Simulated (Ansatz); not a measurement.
Input and output of a self-consistent single point for ReTc (P3m1, 2 atoms in the cell) (Ansatz, a first-principles code).

Method: PBEsol, default PAW files made with PBE (plane waves; Ansatz).

```xyz
2
Lattice="2.7411 0.0000 0.0000 -1.3705 2.3738 0.0000 0.0000 0.0000 4.4269" Properties=species:S:1:pos:R:3 pbc="T T T"
Tc     1.3705     0.7913     0.0500
Re     0.0000     0.0000     2.2135
```

Reference input (self-consistent single point, DFT, PBEsol, plane waves, default PAW files made with PBE): basis.ecutwfc = 500 eV; kpoints.mp_grid.grid = 14 14 8; hamiltonian.xc = pbesol; hamiltonian.pseudopotentials = {kind: paw} (the program's default PAW files); scf.occupations.method = fermi_dirac; scf.occupations.width = 0.1 eV. This run's input differs from it in these lines:

Ansatz 0.2 input:
```diff
@@ -9,3 +9,3 @@
 basis:
-  ecutwfc: 500.0
+  ecutwfc: 300.0
 kpoints:
```

The program printed (abridged):

```
SCF iter   1: F=—  HF=-16074.135480 eV  |F-HF|=—  |Δ(HF+E_count)|=         —  Δρ=8.12e-2  dr2=2.97e0  ethr=3.10e-3  ⟨swp⟩=4.9  Hψ=13620  notcnv=0
all-band conjugate gradients solve this SCF's bands
preconditioner: auto → none
SCF iter   2: F=—  HF=-16073.707253 eV  |F-HF|=—  |Δ(HF+E_count)|=   4.28e-1  Δρ=5.54e-2  dr2=2.00e0  ethr=3.10e-3  ⟨swp⟩=2.8  Hψ=6478  notcnv=0
   [... lines left out ...]
SCF iter   5: F=—  HF=-16073.401236 eV  |F-HF|=—  |Δ(HF+E_count)|=   3.49e-3  Δρ=1.86e-3  dr2=1.65e-3  ethr=5.41e-5  ⟨swp⟩=2.0  Hψ=4552  notcnv=0
SCF iter   6: F=—  HF=-16073.400919 eV  |F-HF|=—  |Δ(HF+E_count)|=   3.17e-4  Δρ=4.39e-4  dr2=3.70e-5  ethr=5.49e-6  ⟨swp⟩=2.0  Hψ=4414  notcnv=0
SCF iter   7: F=—  HF=-16073.400990 eV  |F-HF|=—  |Δ(HF+E_count)|=   7.09e-5  Δρ=8.68e-5  dr2=9.03e-7  ethr=1.23e-7  ⟨swp⟩=2.0  Hψ=4347  notcnv=0
SCF iter   8: F=-16073.400990 eV  HF=-16073.400990 eV  |F-HF|=2.07e-9  |Δ(HF+E_count)|=   1.35e-7  Δρ=8.15e-6  dr2=8.59e-9  ethr=3.33e-10  ⟨swp⟩=5.1  Hψ=12672  notcnv=0
SCF 1 converged in 8 iterations: F = -16073.400990 eV  dr2 = 8.59e-9
Free energy (F): -16073.400990 eV
Internal energy: -16073.342765 eV  (E = F + TS)
E sigma→0 (E₀):  -16073.371878 eV
Entropy (-TS):   -0.058225 eV (-29.112 meV/atom)
Fermi energy:    23.248565 eV
--- Forces (eV/Å), atoms counted from 1 ---
  atom   1  Tc     0.00000000    -0.00000000    -0.15838482
  atom   2  Re    -0.00000000     0.00000000     0.15839053
--- Stress (GPa, compression-positive) ---
       -6.495656       0.000000      -0.000000
        0.000000      -6.495656       0.000000
       -0.000000       0.000000      -6.272914
  P = ⅓ Tr σ = -6.4214 GPa (-64.214 kbar)
  The stress holds the Pulay correction. Without it, at fixed plane waves, as pw.x and ABINIT print it: P = -58.5308 GPa
```

The run converged in 8 iterations. Against the reference run the free energy rises by 784 meV/atom, the pressure goes from -2.35 to -6.42 GPa and the largest force goes from 0.142 to 0.158 eV/Å.

The starting cell comes from a database of computed structures (which also holds hypothetical and non-ambient phases and stackings), without a prior relaxation at this level. Its lattice was rescaled by up to half a per cent. One atom was moved a little off its site on purpose. Spin polarisation is off. Ansatz's pressure includes its estimate of the finite-basis (Pulay) stress. Without the estimate this run gives -58.53 GPa. The cutoff lies below the one recommended for these files.
